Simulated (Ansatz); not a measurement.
Ti(Si,Ge)2: TiGeSi

A 48-atom cell of Ti(Si,Ge)2 started in the TiSi2 (C54) type structure, site fractions Si 0.500, Ge 0.500, short-range order 0.00 among the nearest mixed sites of the first mixed sublattice (0 is random, a negative value favours unlike neighbours), space group P1 at the end.

All values below come from PBE (plane waves to 420 eV, PAW; Ansatz, an electronic-structure program). No spin–orbit coupling; the runs are not spin-polarised. Its k-point mesh 4×4×4, Fermi–Dirac width 0.05 eV.

volume per atom: 15.15 Å³
Ge–Ti bonds (within 1.22 times the sum of covalent radii): 2.752 Å on average, from 2.575 to 2.917 (80)
Si–Ti bonds (within 1.22 times the sum of covalent radii): 2.733 Å on average, from 2.567 to 2.895 (80)

```xyz
48
Lattice="9.8688 0.0011 0.0000 2.4681 8.4696 4.3467 2.4663 -8.4721 4.3526" Properties=species:S:1:pos:R:3 pbc="T T T"
Ti     7.3997    -0.0133    -0.0019
Ti     7.3690     4.1938     4.3465
Ti     2.4822    -0.0267     0.0164
Ti     7.4213    -4.2024     4.3543
Ti     9.8541     0.0171     4.3423
Ti     2.4696     4.2199     4.3683
Ti     2.4803    -4.1981     4.3336
Ti     4.9351     0.0303     4.3392
Ti     8.6182     2.0809     2.2080
Ti     6.1817    -2.0831     2.1904
Ti     3.7252     2.0825     2.1874
Ti     8.6194    -2.1125     6.5186
Ti    11.0977     2.1188     6.5086
Ti     1.2664    -2.1040     2.1759
Ti     3.6719    -2.0907     6.5147
Ti     6.1727     2.1344     6.4912
Ge     9.8551    -5.6335     4.3766
Ge     7.3865     7.0583     4.3514
Ge     4.9373    -5.6533     4.3561
Si     7.4266    -1.3529     4.3198
Si     9.8281     2.7790     4.3613
Ge     2.4679     7.0407     4.3705
Si     2.4626    -1.3716     4.3505
Si     4.9821     2.8338     4.3123
Ge     9.8797     5.6100     4.3704
Si     7.3982     1.3782     4.3564
Si     4.9705     5.5950     4.3771
Ge     7.4095    -7.0914     4.3495
Ge     9.8446    -2.7755     4.3150
Ge     2.4622     1.4087     4.3416
Ge     2.4645    -7.0777     4.3480
Ge     4.9162    -2.7891     4.3328
Si    11.1203    -0.6909     6.4885
Si     6.1379     3.4671     2.1949
Ge     6.1911    -0.6845     6.4964
Ge     8.6595     3.5445     6.5060
Si     8.6080    -0.7133     2.1984
Ge     1.1931     3.4995     2.2103
Ge     3.7453     3.5205     6.4934
Si     3.6806    -0.7245     2.2138
Ge    11.0594    -3.5289     6.5171
Si     6.2077     0.7203     2.2098
Ge     6.2017    -3.5427     6.5629
Si     8.6257     0.7131     6.4957
Si     8.6452    -3.5048     2.1764
Si     1.2347     0.6609     2.1746
Si     3.6679     0.6929     6.5146
Si     3.6933    -3.4730     2.1468
```
